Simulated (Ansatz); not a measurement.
Functionals compared on NH3 on the 1x1 (110) surface of zinc-blende GaAs (cut with top plane As + Ga), one in a 2x1 cell, started at the site 'hollow As-As-Ga-Ga', in Ansatz (plane waves, PAW). The structure was relaxed with PBE; the other rows are single points on it, each with its references at the same level. Cutoff 420 eV (500 eV for r2SCAN). HSE06 used the coarser mesh 2x3x1.

Host crystal: zinc-blende GaAs, with a band gap (PBE, scalar-relativistic without spin-orbit coupling).

Model: 24-atom slab, 8.6 Å thick at the start under the adsorbate (thin: gaps and levels are the slab's own), 3x4x1 mesh, Fermi-Dirac 0.01 eV, dipole correction, 8 atoms held, the rest relaxed; no symmetry held; no spin, no spin-orbit, no U, no dispersion correction. At the end it is bonded to Ga. In PBE it is, or lies within 0.03 eV of, the lowest of the starts that converged. These notes are the PBE run's. Adsorption energies are against NH3(g). A negative adsorption energy means that the adsorbate is more stable on the surface than in its reference.

```json
[
 {"functional": "PBE", "adsorption energy (eV)": "-0.94", "rough cost of the single point": "–"},
 {"functional": "RPBE", "adsorption energy (eV)": "-0.69", "rough cost of the single point": "around 3 core-minutes (rough)"},
 {"functional": "r2SCAN", "adsorption energy (eV)": "-1.16", "rough cost of the single point": "about 5 core-minutes (a rough figure)"},
 {"functional": "HSE06", "adsorption energy (eV)": "-1.05", "rough cost of the single point": "around 110 core-minutes (rough)"}
]
```

Ansatz is a quantum-chemistry and plane-wave program.
